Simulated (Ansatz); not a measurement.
L1₂ (Cu3Au-type) Al₃Sc, treated with rVV10 (plane waves, PAW; Ansatz, a quantum-chemistry and plane-wave program).

Run with plane-wave cutoff 500 eV, 14×14×14 k mesh, Fermi–Dirac smearing 0.1 eV, scalar-relativistic PAW data made under PBE.

Computed at the level's own relaxed cell.

Question: Give the computed equilibrium volume per atom and equilibrium lattice constant a.

Answer: 
equilibrium volume per atom: 17.17 Å³/atom
equilibrium lattice constant a: 4.095 Å

Measured, for comparison: equilibrium volume per atom 17.27 Å³/atom, lattice constant a 4.103 Å (room temperature, not corrected to a static lattice; as tabulated in A Combined Experimental and First-Principles Based Assessment of …). Computed (rounded) less measured: equilibrium volume per atom -0.6 %, lattice constant a -0.2 %. A static lattice is as a rule a little smaller and stiffer than an uncorrected measurement, which narrows the difference in the equilibrium volume per atom and would widen misses of the other sign.

Computed values are for the static lattice.

Cost on a shared machine: very roughly 70 core-seconds.
